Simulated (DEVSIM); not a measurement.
Device: Cr/SiO2/n-Si capacitor, at 300 K.

```
layer (left to right)  material  thickness (nm)  Nd (cm⁻³)
---------------------  --------  --------------  ---------
1                          SiO2            24.0          -
2                            Si            1000     3.3e17
```

Metal gate on the left, work function 4.5 eV. Fixed charge at the semiconductor interface 1.8e11 cm⁻² (in units of +e); no interface traps.

Constants are typed, rounded textbook-type inputs, not results; the design itself was drawn at random and stands for no fabricated device. Values at 300 K.

```csv
parameter,SiO2,Si
gap (eV),9,1.124
affinity (eV),0.9,4.05
permittivity,3.9,11.7
Nc (cm⁻³),-,2.86e19
Nv (cm⁻³),-,3.1e19
```

Simulated with DEVSIM: 1D Poisson equation in equilibrium, Boltzmann statistics, complete ionisation; no quantum confinement or tunnelling. Metal contacts follow the ideal Schottky-Mott rule: no Fermi-level pinning, no interface dipoles.

Tabulate band edges, carrier densities and field at -1.6 V on the gate.

Energies count from the Fermi level of the right contact; mesh points crowd at the junctions.

```tsv
x (μm)	Ec (eV)	Ev (eV)	n (cm⁻³)	p (cm⁻³)	field (V/cm)
0.000	5.200	-3.800	< 1e2	< 1e2	-650000
0.001236	5.120	-3.880	< 1e2	< 1e2	-650000
0.003810	4.952	-4.048	< 1e2	< 1e2	-650000
0.008700	4.635	-4.365	< 1e2	< 1e2	-650000
0.01808	4.025	-4.975	< 1e2	< 1e2	-650000
0.02161	3.796	-5.205	< 1e2	< 1e2	-650000
0.02347	3.675	-5.325	< 1e2	< 1e2	-650000
0.02490	0.473	-0.651	3.2e11	3.7e8	-180000
0.02734	0.430	-0.694	1.7e12	6.9e7	-170000
0.03230	0.351	-0.773	3.6e13	3200000	-150000
0.04276	0.226	-0.898	4.6e15	25000	-93000
0.07779	0.117	-1.007	3.1e17	370	-2200
0.1425	0.115	-1.009	3.3e17	350	≈ 0
0.2746	0.115	-1.009	3.3e17	350	≈ 0
0.6555	0.115	-1.009	3.3e17	350	≈ 0
0.8495	0.115	-1.009	3.3e17	350	≈ 0
0.9417	0.115	-1.009	3.3e17	350	≈ 0
0.9868	0.115	-1.009	3.3e17	350	≈ 0
1.011	0.115	-1.009	3.3e17	350	≈ 0
1.019	0.115	-1.009	3.3e17	350	≈ 0
1.022	0.115	-1.009	3.3e17	350	≈ 0
1.024	0.115	-1.009	3.3e17	350	≈ 0
```
